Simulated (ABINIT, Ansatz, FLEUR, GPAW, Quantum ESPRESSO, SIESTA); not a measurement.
**One structure in several programs: NaTlO (P6_3mc, 6 atoms in the cell)**

Self-consistent single point.

```xyz
6
Lattice="3.4844 0.0000 0.0000 -1.7422 3.0176 0.0000 0.0000 0.0000 11.3946" Properties=species:S:1:pos:R:3 pbc="T T T"
Na     1.7422     1.0059    10.1855
Na     0.0000     2.0117     4.4882
Tl     0.0000     2.0117     1.3186
Tl     1.7422     1.0059     7.0159
O      0.0000     0.0000    11.2852
O      0.0000     0.0000     5.5879
```

Shared settings, as Ansatz (a quantum-chemistry and plane-wave program) writes them: kpoints.mp_grid.grid = 1 1 1; scf.occupations.method = fixed. Potentials and cutoffs stand in the table.

```tsv
code	model	pressure (GPa)	largest force (eV/Å)	cutoff
ABINIT	PBEsol, norm-conserving pseudopotentials (PseudoDojo nc-sr-04 PBEsol standard)	-9.89	2.502	44 Ha
Ansatz	PBEsol, PAW files made with PBE	-10.22	2.469	default
FLEUR	PBEsol, all-electron FLAPW (FLEUR), scalar-relativistic valence	–	2.473	Kmax 4.3 1/bohr
SIESTA	GGA PBEsol, numerical atomic orbitals DZP, PseudoDojo PBEsol standard norm-conserving potentials (rewritten from UPF to PSML)	-10.02	2.744	grid 300 Ry
Quantum ESPRESSO	PBEsol, GBRV 1.5 ultrasoft (PBESOL) pseudopotentials	-10.48	2.428	40 Ry
GPAW	PBEsol, GPAW PAW datasets PBEsol (made by gpaw-setup)	–	2.438	950 eV
```

Size of the force on each atom (eV/Å): Sizes of forces hide their directions.

```tsv
code	Na1	Na2	Tl3	Tl4	O5	O6
ABINIT	0.867	0.867	1.635	1.635	2.502	2.502
Ansatz	0.880	0.880	1.589	1.589	2.469	2.469
FLEUR	0.877	0.877	1.594	1.594	2.473	2.473
SIESTA	0.899	0.899	1.853	1.853	2.744	2.744
Quantum ESPRESSO	0.819	0.819	1.609	1.609	2.428	2.428
GPAW	0.845	0.845	1.590	1.590	2.438	2.438
```

A dash marks a value that a program does not give, or that is left out as unsure.

On Ansatz's run: spin-orbit coupling is off.

The spread over the programs that give each value: pressure within 0.59 GPa; largest force within 0.316 eV/Å.

SIESTA uses small atom-centred bases, whose incompleteness enters pressures, forces and empty levels differently from a plane-wave cutoff. FLEUR treats all electrons, but the usual bases taken here (sphere radii, linearisation, local orbitals, empty states) were not tested for convergence, so the values are no reference for the others. Ansatz's pressure is given at a fixed set of plane waves, as the other plane-wave codes print theirs; with its correction for the finite basis it is -10.09 GPa. The pressure of GPAW is left out: its cutoff lies under the one at which its stress was checked. In the force vectors, SIESTA (by 0.290) lies more than 0.08 eV/Å from the median of the plane-wave programs.

On the base mesh (7 7 2) the same programs gave: Ansatz pressure -0.54 GPa, gap on the mesh 0.983 eV; Quantum ESPRESSO pressure -0.95 GPa, gap on the mesh 0.988 eV; ABINIT pressure -0.27 GPa; SIESTA pressure -0.40 GPa.

The values differ from the base mesh's, so the mesh still matters here: the table compares the programs at equal settings.

The starting cell comes from a database of computed structures (which also holds hypothetical and non-ambient phases and stackings), without a prior relaxation at this level.

Left out of this page: CP2K and Elk (failed or unconverged).

Keys are those of Ansatz 0.2.
